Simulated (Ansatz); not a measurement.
Abridged Ansatz (a quantum-chemistry and plane-wave program) output:

```
Pseudopotential: Cr, paw, valence charge 14
Crystal: 1 atoms, lattice volume = 11.324 Å³
Basis set: ecut = 500 eV, 321 PW (Γ), exchange–correlation on 72×72×72 points (64 copies of the dense FFT grid, shifted against one another)
Bands: 11, of which v1, the nominal top of the filled ones, is band 7 counted from 1 (6 counted from 0)
Symmetry: 48 space group operations
k-points: 364 of 12167
Functional: x = r2scan, c = r2scan; τ floored in thin density (d = 2e-4 eV/Å³)
SCF iter   1: F=—  HF=-3382.459855 eV  |F-HF|=—  |Δ(HF+E_count)|=         —  Δρ=1.73e-2  dr2=2.41e-2  dr2_τ=1.17e-2  ethr=1.77e-3  ⟨swp⟩=4.0  Hψ=19504  notcnv=0
SCF iter   2: F=—  HF=-3382.457167 eV  |F-HF|=—  |Δ(HF+E_count)|=   2.69e-3  Δρ=1.10e-2  dr2=8.45e-3  dr2_τ=5.46e-4  ethr=1.72e-4  ⟨swp⟩=2.9  Hψ=10840  notcnv=0  defer=9
SCF 1 converged in 7 iterations: F = -3382.455385 eV  dr2 = 1.82e-11
SCF converged after 7 iterations
Free energy (F): -3382.455385 eV
Internal energy: -3382.451167 eV  (E = F + TS)
E sigma→0 (E₀):  -3382.453276 eV
Entropy (-TS):   -0.004218 eV (-4.218 meV/atom)
Fermi energy:    19.788141 eV
--- Forces (eV/Å), atoms counted from 1 ---
  atom   1  Cr    -0.00000000     0.00000000     0.00000000
--- Stress (GPa, compression-positive) ---
       -0.002805       0.000000      -0.000000
       -0.000000      -0.002805       0.000000
        0.000000      -0.000000      -0.002805
  P = ⅓ Tr σ = -0.0028 GPa (-0.028 kbar)
```

What was computed, and what are the main results?

Cr, 1 atom in the cell, with r2SCAN (Ansatz, PAW, no spin-orbit coupling). The last SCF converged to F = -3382.455385 eV, or -3382.4554 eV per atom, at a pressure of 0.00 GPa. The total energy compares only with runs of the same code, potentials and settings.

Stability against distortions was not tested. Seeded moments were not kept for W → Cr. The final runs are not spin-polarised. The cell was made from W by this change: W → Cr. Real Cr is antiferromagnetic at low temperature and ambient pressure, an order that this cell doesn't hold.
